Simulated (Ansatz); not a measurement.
# CaO2 (I4/mmm): band-edge transport data

```
CaO2
1.0
   -1.62342     1.62342     3.37774
    1.62342    -1.62342     3.37774
    1.62342     1.62342    -3.37774
Ca O
1 2
Cartesian
  0.00000   0.00000   3.37774
  0.00000   0.00000   6.01099
  0.00000   0.00000   0.74449
```

Level of theory: PBEsol, rigid bands (plane waves, PAW, scalar-relativistic; Ansatz, an electronic-structure program). Geometry: cell and atoms relaxed with PBEsol.

band gap: 2.98 eV
electron conductivity mass (300 K, dilute): 2.0 (x), 2.0 (y), 0.79 (z) mₑ
hole conductivity mass (300 K, dilute): 2.2 (x), 2.2 (y), 1.77 (z) mₑ
effective density of states N_c (300 K): 1.3e20 cm⁻³
effective density of states N_v (300 K): 4.3e20 cm⁻³
density-of-states mass, electrons: 3.1 mₑ
density-of-states mass, holes: 6.6 mₑ
Seebeck coefficient, n-type 1e19 cm⁻³, 300 K: -454 μV/K
Seebeck coefficient, p-type 1e19 cm⁻³, 300 K: 535 μV/K

Rigid bands; masses and Seebeck coefficients take one relaxation time τ for all states and one kind of carrier; polarons and phonon drag are left out. Spin-orbit coupling is left out; where it splits the top of the valence band, N_v and the p-type Seebeck coefficient come out somewhat high without it.

Computed structure, not matched to a measured one here, so possibly hypothetical: CaO2 (I4/mmm).
